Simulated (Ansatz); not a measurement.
Band structure of Nb (Im-3m, 1 atom in the cell).

```xyz
1
Lattice="-1.6837 1.6837 1.6837 1.6837 -1.6837 1.6837 1.6837 1.6837 -1.6837" Properties=species:S:1:pos:R:3 pbc="T T T"
Nb     0.0000     0.0000     0.0000
```

Computed with PBE (plane waves, PAW; Ansatz, an electronic-structure program).

Settings: basis.ecutwfc = 30.9 Ry; kpoints.mp_grid.grid = 11 11 11; hamiltonian.xc = pbe; hamiltonian.pseudopotentials = {kind: paw} (the program's default PAW files); scf.occupations.method = fermi_dirac; scf.occupations.width = 0.0073 Ry; kpoints.band_path.npoints = 8.

The starting cell comes from a database of computed structures (which also holds hypothetical and non-ambient phases and stackings), without a prior relaxation at this level. Its lattice was rescaled by a random factor within 2.5 % of one. Spin polarisation is off.

Levels in eV from the Fermi level, bands 3 to 10:
```
point       3       4      5      6      7     8     9    10
-----  ------  ------  -----  -----  -----  ----  ----  ----
Γ      -29.85  -29.85  -5.80   0.38   0.38  0.38  3.10  3.10
H      -30.63  -30.63  -3.40  -3.40   5.21  5.21  5.21  8.59
N      -30.21  -29.86  -3.48  -1.50   2.03  3.10  3.73  5.91
P      -30.42  -30.42  -1.05  -1.05  -1.05  3.85  3.85  8.83
```

Bands cross the Fermi level along this path, so the cell is metallic at this level.

Keys are those of Ansatz 0.2.
